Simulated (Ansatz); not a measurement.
Start from TiO2 in the rutile structure (space group P4_2/mnm, No. 136; a = 4.5916 Å, c = 2.9391 Å).

Perturbation: full substitution Ti → Ce; the structure is relaxed again.

Levels (all Ansatz, a program for electronic structure, PAW, earlier PAW set): PBEsol (420 eV, spin-orbit coupling left out); r2SCAN (500 eV, scalar-relativistic without spin-orbit coupling); HSE06 (420 eV, without spin-orbit coupling); PBEsol+SOC (420 eV, spin-orbit coupling included).

One geometry, relaxed with PBEsol, under each level:

The valence-band top lists the three highest levels at Γ (Kramers pairs under SOC), from the VBM.

```json
[
 {"level": "PBEsol", "band gap": "2.09 eV", "lowest conduction level above the VBM at special points": "M 2.09 eV; X 2.19 eV; Γ 2.20 eV; R 2.21 eV", "valence-band top at Γ": "0.00, -0.29, -0.43 eV", "hole mass": "1.2 mₑ along c, 2.1 mₑ across (at Γ)", "pressure": "0.00 GPa"},
 {"level": "r2SCAN", "band gap": "…", "lowest conduction level above the VBM at special points": "…", "valence-band top at Γ": "–", "hole mass": "–", "pressure": "…"},
 {"level": "HSE06", "band gap": "3.91 eV", "lowest conduction level above the VBM at special points": "M 3.96 eV; X 4.10 eV; Γ 4.07 eV", "valence-band top at Γ": "–", "hole mass": "–", "pressure": "–"},
 {"level": "PBEsol+SOC", "band gap": "2.03 eV", "lowest conduction level above the VBM at special points": "M 2.03 eV; X 2.10 eV; Γ 2.06 eV; R 2.06 eV", "valence-band top at Γ": "0.00, -0.22, -0.44 eV", "hole mass": "1.2 mₑ along c, 2.2 mₑ across (at Γ)", "pressure": "-0.10 GPa"}
]
```

Problem. Give the withheld r2SCAN results.

Solution. 
- r2SCAN, band gap: 2.41 eV
- r2SCAN, lowest conduction level above the VBM at special points: M 2.41 eV; X 2.49 eV; Γ 2.49 eV; R 2.52 eV
- r2SCAN, pressure: 2.93 GPa

Single points use the geometry relaxed with PBEsol. Their cutoffs differ, which shifts pressures a little. HSE06 was sampled on its mesh, a few special points and the semilocal edge points, so its gap is an upper bound. The spin-orbit shifts are approximate. Masses are band curvatures over ±0.01 Å⁻¹ around the edge. Stability against distortions was not tested. For CeO2 in this form, whether it has been made was not checked. Starting moments died away, wholly or in part, for Ti → Ce; another magnetic solution may exist. The runs without spin-orbit coupling are not spin-polarised.
